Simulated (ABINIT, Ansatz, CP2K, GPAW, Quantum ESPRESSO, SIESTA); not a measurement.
# One structure in several programs: GaSb (F-43m, 2 atoms in the cell)

Self-consistent single point, at a second geometry (lattice scaled by 0.98). First geometry:

```yaml
crystal:
  lattice:
    - [0.00000, 3.14195, 3.14195]
    - [3.14195, 0.00000, 3.14195]
    - [3.14195, 3.14195, 0.00000]
  atoms:
    - { symbol: Ga, position: [0.00000, 0.00000, 0.00000] }
    - { symbol: Sb, position: [0.75000, 0.75000, 0.75000] }
```

Shared settings, as Ansatz (a program for electronic structure) writes them: kpoints.mp_grid.grid = 9 9 9; scf.occupations.method = gaussian; scf.occupations.width = 0.1 eV. Potentials and cutoffs stand in the table.

| code | model | ΔF from the first geometry (meV/atom) | pressure (GPa) | cutoff |
|---|---|---|---|---|
| Quantum ESPRESSO | PBE, PSlibrary ultrasoft (PBE) pseudopotentials | -1.3 | 1.25 | 70 Ry |
| SIESTA | GGA PBE, numerical atomic orbitals DZP, PseudoDojo PBE standard norm-conserving potentials (rewritten from UPF to PSML) | 4.8 | 1.83 | grid 350 Ry |
| Ansatz | PBE, PAW files | -1.3 | 1.29 | default |
| ABINIT | PBE, PAW (JTH v2.0 PBE PAW) | -1.3 | 1.23 | 40 Ry |
| CP2K | PBE, GPW, DZVP-MOLOPT-PBE-GTH basis, GTH-PBE potentials (POTENTIAL_UZH) | 6.0 | 2.02 | grid 600 Ry |
| GPAW | PBE, GPAW PAW datasets PBE (gpaw-data 1.0.1) | -1.5 | 1.23 | 550 eV |

No clean gap comes from Quantum ESPRESSO, SIESTA, Ansatz, ABINIT, CP2K and GPAW: levels at the Fermi energy touch, overlap or are partly filled at this smearing.

On Ansatz's run: spin-orbit coupling is off.

The spread over the programs that give each value: ΔF from the first geometry within 7.5 meV/atom; pressure within 0.79 GPa.

SIESTA and CP2K use small atom-centred bases, whose incompleteness enters pressures, forces and empty levels differently from a plane-wave cutoff. Ansatz's pressure is given at a fixed set of plane waves, as the other plane-wave codes print theirs.

The starting cell comes from a database of computed structures (which also holds hypothetical and non-ambient phases and stackings), without a prior relaxation at this level. Its lattice was rescaled by a random factor within 2.5 % of one. For this run, on top of that: lattice scaled by 0.98.

Left out of this page: Elk and FLEUR (not drawn, or without a comparable value).

Keys are those of Ansatz 0.2.
